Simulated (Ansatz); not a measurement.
Take SrTiO3 in the cubic perovskite structure (space group Pm-3m, No. 221; a = 3.891 Å) as the base.

Perturbation: a hydrostatic pressure of 30 GPa.

Levels (all Ansatz, a first-principles code, PAW): PBEsol (420 eV, no spin-orbit coupling); PBEsol+SOC (420 eV, with spin-orbit coupling).

The geometry is relaxed with PBEsol.

PBEsol lowest conduction level above the VBM at special points: Γ 2.05 eV; X 2.30 eV; M 4.56 eV; R 5.41 eV
PBEsol gap character: indirect, R → Γ

Q: How does going to PBEsol+SOC change the lowest conduction level above the VBM at special points, electron mass and gap character?

A: The lowest conduction level above the VBM at special points becomes Γ 2.04 eV; X 2.30 eV; M 4.54 eV; R 5.39 eV (PBEsol: Γ 2.05 eV; X 2.30 eV; M 4.56 eV; R 5.41 eV); the electron mass (degenerate bands, along [100]) amounts to 0.33, 0.88 mₑ (at Γ); the gap character stays indirect, R → Γ.

Single points use the geometry relaxed with PBEsol. Differences between runs with and without spin-orbit coupling are approximate. Load acts through the strain it causes; cell and atoms are relaxed under it. Effective masses come from finite differences of ±0.01 Å⁻¹. Stability against distortions was not tested. Competing high-pressure phases were not computed. The runs without spin-orbit coupling are not spin-polarised. Many cubic perovskites are stable only at high temperature; tilts and polar distortions were not tested.
